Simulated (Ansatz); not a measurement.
## CaSnS3, response to strain

The parent structure is CaSnS$_{3}$ (space group R-3, No. 148; a cell from a computed database, its experimental status unchecked).

```yaml
crystal:
  lattice:
    - [3.32777, 1.92129, 6.13634]
    - [-3.32777, 1.92129, 6.13634]
    - [0.00000, -3.84258, 6.13634]
  atoms:
    - { symbol: Ca, position: [0.35819, 0.35819, 0.35819] }
    - { symbol: Ca, position: [0.64181, 0.64181, 0.64181] }
    - { symbol: Sn, position: [0.15708, 0.15708, 0.15708] }
    - { symbol: Sn, position: [0.84292, 0.84292, 0.84292] }
    - { symbol: S, position: [0.21471, 0.56088, 0.96349] }
    - { symbol: S, position: [0.78529, 0.43912, 0.03651] }
    - { symbol: S, position: [0.96349, 0.21471, 0.56088] }
    - { symbol: S, position: [0.03651, 0.78529, 0.43912] }
    - { symbol: S, position: [0.56088, 0.96349, 0.21471] }
    - { symbol: S, position: [0.43912, 0.03651, 0.78529] }
```

Cartesian axes are those of the cell as printed.

Strains are applied to the cell and any free atomic positions relax; under biaxial strain the out-of-plane vector relaxes too.

The values are results of PBEsol in Ansatz (plane waves to 420 eV, PAW, no spin-orbit coupling), not measurements.

Notes on the quantities. pressure: mean of the normal stresses, compression positive; energy relative to the base: free energy F.

| change | pressure | electron mass | band gap | smallest direct gap | energy relative to the base |
|---|---|---|---|---|---|
| base | 0.00 GPa | 0.56 mₑ along k, 0.80 mₑ across (at T) | 1.75 eV | 1.78 eV | 0 meV/atom |
| biaxial strain −1.69 %, plane normal [001], relaxed out of plane | 1.34 GPa | 0.59 mₑ along k, 0.77 mₑ across (at T) | 1.71 eV | 1.72 eV | +5.0 meV/atom |
| biaxial strain +1.93 %, plane normal [001], relaxed out of plane | -1.46 GPa | 0.27 mₑ out of plane, 0.24 mₑ in plane (at Γ) | 1.54 eV | 1.66 eV | +6.3 meV/atom |
| isotropic strain −2.15 % | 4.70 GPa | 0.53 mₑ along k, 0.74 mₑ across (at T) | 1.77 eV | 1.79 eV | +21 meV/atom |
| uniaxial strain ε_zz = +2.99 % | -1.51 GPa | 0.26 mₑ (at Γ) | 1.64 eV | 1.70 eV | +5.1 meV/atom |

Masses are band curvatures over ±0.01 Å⁻¹ around the edge. Along k means along the line from Γ to the band edge. Whether these cells are dynamically stable was not tested.

Ansatz is an electronic-structure program.
